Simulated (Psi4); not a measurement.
Psi4 1.11, PBE/def2-svp: [O]c1ccccc1, charge -1, multiplicity 1, 12 atoms. The geometry is a generated start, not checked to be a minimum at this level.

```json
{
  "task": "energy",
  "method": "pbe",
  "basis": "def2-svp",
  "memory": "3 GB",
  "maxiter": "100",
  "keys_of_the_molecule_block": "symmetry c1",
  "scf_type": "df (default)",
  "diis_max_vecs": "10 (default)",
  "e_convergence": "1e-06 (default)",
  "d_convergence": "1e-06 (default)",
  "dft_radial_points": "75 (default)",
  "dft_spherical_points": "302 (default)",
  "basis_functions": "123",
  "grid_points": "253239"
}
```

```xyz
12

O      2.5368     0.9113     0.1720
C      1.3522     0.4873     0.0937
C      0.3024     1.2238    -0.5461
C     -0.9831     0.7503    -0.6296
C     -1.3364    -0.4813    -0.0908
C     -0.3504    -1.2306     0.5395
C      0.9405    -0.7742     0.6323
H      0.5551     2.1888    -0.9745
H     -1.7460     1.3485    -1.1277
H     -2.3557    -0.8473    -0.1628
H     -0.6103    -2.1995     0.9649
H      1.6948    -1.3773     1.1290
```

Charge -1 and multiplicity 1 are set for this test and not shown to be the ground state.

With the defaults (diis = true, scf_initial_accelerator = adiis, damping_percentage = 0, guess = auto, which took SAD, level_shift = 0, level_shift_cutoff = 0.01, soscf = false, soscf_start_convergence = 0.01) it converges in 11 SCF iterations. One run each on 2 threads, with these changes:
- soscf = true, soscf_start_convergence = 0.001
- level_shift = 0.5, level_shift_cutoff = 0.001
- guess = huckel
- scf_initial_accelerator = ediis
- level_shift = 0.1, level_shift_cutoff = 0.001
- guess = modhuckel
- diis = false, scf_initial_accelerator = none, damping_percentage = 60
- guess = core
- scf_initial_accelerator = none

Question: Which of these changes keep the SCF from converging, or lead it to another solution?

Answer: No convergence: diis = false, scf_initial_accelerator = none, damping_percentage = 60 (the run ends without SCF convergence in 100 iterations). The rest reach the solution of the defaults.

```csv
setting,SCF iterations,JK calls,end
"soscf = true, soscf_start_convergence = 0.001",9,20,same solution
"level_shift = 0.5, level_shift_cutoff = 0.001",9,10,same solution
"level_shift = 0.1, level_shift_cutoff = 0.001",10,11,same solution
the defaults,11,12,same solution
scf_initial_accelerator = none,11,12,same solution
scf_initial_accelerator = ediis,11,12,same solution
guess = huckel,13,30,same solution
guess = modhuckel,13,30,same solution
guess = core,16,16,same solution
"diis = false, scf_initial_accelerator = none, damping_percentage = 60",100,101,no convergence
```

An SOSCF iteration holds several JK calls; a Hückel guess adds calls on atoms. 1 further run of the study ended by our limits or in an error and is left out.
